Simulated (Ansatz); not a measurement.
# WSi2, response to strain

The reference is WSi₂ (space group I4/mmm, No. 139; relaxed with 0.1 eV smearing).

```xyz
3
Lattice="-1.6145 1.6145 3.9349 1.6145 -1.6145 3.9349 1.6145 1.6145 -3.9349" Properties=species:S:1:pos:R:3 pbc="T T T"
Si     0.0000     0.0000     5.2372
Si     0.0000     0.0000     2.6326
W      0.0000     0.0000     0.0000
```

Cartesian axes are those of the cell as printed.

Strains are applied to the cell and any free atomic positions relax; under biaxial strain the out-of-plane vector relaxes too.

The values are results of PBE, PAW, 420 eV (Ansatz, a program for electronic structure; no SOC), not measurements.

| biaxial strain, plane normal [001], relaxed out of plane (%) | out-of-plane strain (%) |
|---|---|
| -3 | 1.27 |
| -2.5 | 1.03 |
| -2 | 0.80 |
| -1.5 | 0.58 |
| -1 | ? |
| -0.5 | 0.18 |
| 0 | 0.00 |

Question: Fit ε⊥ = −νε + γε² (strains in %) to the rows shown and predict the withheld row.

Answer: Least squares on the printed values gives ν = 0.35 (the biaxial Poisson response) and γ = 0.024 (largest residual 0.00 %); this predicts 0.38 %, and the run gives 0.38 %, in agreement.

Whether these cells are dynamically stable was not tested. The final runs are not spin-polarised.
